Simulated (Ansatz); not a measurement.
# What 2 layers does to InSe

Start from InSe in the beta-GaS type structure (space group P6_3/mmc, No. 194; a = 4.017 Å, c = 16.933 Å; layered, stacked along the Cartesian z axis).

The change: a free-standing slab of 2 layers (8 atoms, 4 a layer) is cut normal to the stacking axis, with 15 Å of vacuum and the in-plane cell relaxed.

Method: r2SCAN+rVV10 (Ansatz, an electronic-structure program; PAW; 500 eV plane waves; no spin-orbit coupling). Γ-centred 10×10×1 mesh, Fermi–Dirac width 0.05 eV, for the changed cell.

```csv
quantity,base,changed,shift
layer's space group (with vacuum),–,P-3m1 (No. 164),–
shortest interatomic distance,2.643 Å,2.642 Å,-0.001 Å
band gap,0.85 eV,1.53 eV,+0.671 eV
gap character,–,"indirect, k = (0, 0.100, 0) in the run's primitive reciprocal basis → Γ",–
smallest direct gap,0.85 eV,1.56 eV,+0.71 eV
electron mass (in plane),–,0.17 mₑ (at Γ),–
excess energy per area of both faces (slab less bulk energy over the cell's area: twice a surface energy),–,0.25 J/m²,–
in-plane lattice parameter a,4.017 Å,4.011 Å,-0.0054 Å
```

Cost of the whole job for the changed cell (relaxation, final SCF and bands): very roughly 7 core-minutes.

The excess energy carries the mismatch between the slab's and the bulk's meshes. Effective masses come from finite differences of ±0.01 Å⁻¹. Stability against distortions was not tested. k-point labels follow each cell's own Brillouin zone.
